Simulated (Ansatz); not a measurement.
**MoS2 with two functionals**

The parent structure is MoS₂ in the 3R-MoS2 type structure (space group R3m, No. 160; a = 3.153 Å, c = 17.991 Å (hexagonal axes); layered, stacked along the Cartesian z axis).

(Cell as relaxed with PBE-D3(BJ).)

Levels (all Ansatz, a quantum-chemistry and plane-wave program, PAW): PBE-D3(BJ) (420 eV, no SOC); PBEsol-D3(BJ) (420 eV, no SOC).

Each level relaxes its own structure.

```csv
quantity,PBE-D3(BJ),PBEsol-D3(BJ)
volume per atom,17.21 Å³,16.21 Å³
lattice parameter a,3.153 Å,3.116 Å
lattice parameter c,17.991 Å,17.356 Å
band gap,0.77 eV,0.50 eV
gap character,"indirect, T → Γ–S₀ (56 % along)","indirect, T → Γ–S₀ (56 % along)"
hole mass,"1.0 mₑ along k, 0.59 mₑ across","1.1 mₑ along k, 0.46 mₑ across"
```

PBE-D3(BJ)'s volume per atom lies 1.00 Å³ above PBEsol-D3(BJ)'s (6.2 %); PBE-D3(BJ)'s lattice parameter a lies 0.0375 Å above PBEsol-D3(BJ)'s (1.2 %); PBE-D3(BJ)'s lattice parameter c lies 0.635 Å above PBEsol-D3(BJ)'s (3.7 %); PBE-D3(BJ)'s band gap lies 0.264 eV above PBEsol-D3(BJ)'s; the two agree on the gap character. Neither level is exact; PBEsol-D3(BJ) is the comparison here, not a measurement.

Effective masses come from finite differences of ±0.01 Å⁻¹. Along k means along the line from Γ to the band edge. Whether these cells are dynamically stable was not tested.
